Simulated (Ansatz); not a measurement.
# Short convergence ladders for YAlSi (Cmcm, 6 atoms in the cell)

```
CELL_PARAMETERS angstrom
      1.98017    -5.14346     0.00000
      1.98017     5.14346     0.00000
      0.00000     0.00000     5.67650
ATOMIC_POSITIONS crystal
  Y  0.30520 0.69480 0.25000
  Y  0.69480 0.30520 0.75000
  Al 0.00000 0.00000 0.50000
  Al 0.00000 0.00000 0.00000
  Si 0.40169 0.59831 0.75000
  Si 0.59831 0.40169 0.25000
```

Base method: LDA (PW92), default PAW files made with PBE (plane waves; Ansatz, a program for electronic structure).

Base settings: basis.ecutwfc = 420 eV; kpoints.mp_grid.grid = 9 9 6; hamiltonian.xc = lda; hamiltonian.pseudopotentials = {kind: paw} (the program's default PAW files); scf.occupations.method = fermi_dirac; scf.occupations.width = 0.1 eV.

Core times come from one kind of shared machine, to one figure; runs under 30 s give none.

**Zone-centre phonons against the cutoff**

In this ladder: phonons.method = dfpt.

The mesh stays at the base's, so the ladder's end is converged at best in this setting alone.

Frequencies are those of the unrelaxed cell, without the LO-TO term of polar crystals.

Only quantities that move along the ladder and can be compared are tabulated.

```tsv
basis.ecutwfc	highest zone-centre frequency (cm⁻¹)	lowest optical frequency (cm⁻¹)	core time / last (rough)
210 eV	357.1	117.7	0.3
295 eV	340.4	113.9	0.4
420 eV	340.1	113.9	0.7
505 eV	340.1	113.9	1
```

Coarsest basis.ecutwfc that holds the highest zone-centre frequency within 10 cm⁻¹ of the last step, with all finer ones: 295 eV, at about 0.4 of the last step's time; the step before is off by 17 cm⁻¹.

Coarsest basis.ecutwfc that holds the lowest optical frequency within 1 cm⁻¹ of the last step, with all finer ones: 295 eV, at about 0.4 of the last step's time; the step before is off by 3.8 cm⁻¹.

**The force threshold of a relaxation**

On YAlSi (Cm, 6 atoms in the cell): one atom moved by 0.15 angstrom.

In this ladder: relax = atoms.

The mesh stays at the base's, so the ladder's end is converged at best in this setting alone.

Only quantities that move along the ladder and can be compared are tabulated.

| relax.f_tol | largest force left (eV/Å) | relaxation steps | core time / last (rough) |
|---|---|---|---|
| 0.2 eV/Å | 0.0367 | 3 | 0.5 |
| 0.05 eV/Å | 0.0367 | 4 | 0.6 |
| 0.02 eV/Å | 0.0046 | 5 | 0.8 |
| 0.001 eV/Å | 0.0003 | 7 | 1 |

Coarsest relax.f_tol that holds the largest force left within 0.01 eV/Å of the last step, with all finer ones: 0.02 eV/Å; the step before is off by 0.036 eV/Å.

On the base run: the starting cell comes from a database of computed structures (which also holds hypothetical and non-ambient phases and stackings), without a prior relaxation at this level. Its lattice was rescaled by up to half a per cent.

Keys are those of Ansatz 0.2.
